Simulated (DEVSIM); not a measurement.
Structure: Co/SiO2/p-InP capacitor, at 400 K.

```tsv
layer (left to right)	material	thickness (nm)	Na (cm⁻³)
1	SiO2	31.0	-
2	InP	6600	8.8e15
```

Metal gate on the left, work function 5 eV. Fixed charge at the semiconductor interface -3.7e10 cm⁻² (in units of +e); interface traps 2.8e11 cm⁻² eV⁻¹, uniform in energy, neutral level at 0.5 of the gap above the valence band.

The device is made up for the run: typed textbook-type constants, with dimensions and the other settings drawn at random. Values at 300 K; Nc and Nv go as T^1.5, mobilities as T to minus their exponent, the gap by Varshni's rule with the affinity fixed.

```tsv
parameter	SiO2	InP
gap (eV)	9	1.344
affinity (eV)	0.9	4.38
permittivity	3.9	12.5
Nc (cm⁻³)	-	5.7e17
Nv (cm⁻³)	-	1.1e19
Varshni α (eV/K)	-	0.000363
Varshni β (K)	-	162
```

DEVSIM, 1D Poisson equation in equilibrium, Boltzmann statistics, complete ionisation; no quantum confinement or tunnelling. Metal contacts follow the ideal Schottky-Mott rule: no Fermi-level pinning, no interface dipoles.

The interface trap density was swept, all else fixed.

```
interface trap density (cm^-2 eV^-1)  minimum of the low-frequency capacitance (μF/cm²)  flat-band voltage (V)
------------------------------------  -------------------------------------------------  ---------------------
0                                                                                0.0258                  -0.38
1e10                                                                             0.0267                  -0.38
1e11                                                                         (withheld)                  -0.43
2.8e11                                                                           0.0461                  -0.54
3e11                                                                             0.0471                  -0.55
1e12                                                                             0.0708                  -0.95
2e12                                                                             0.0848                  -1.51
```

Task: What belongs in the gaps?

Result: 
- 1e11, minimum of the low-frequency capacitance (μF/cm²): 0.0345
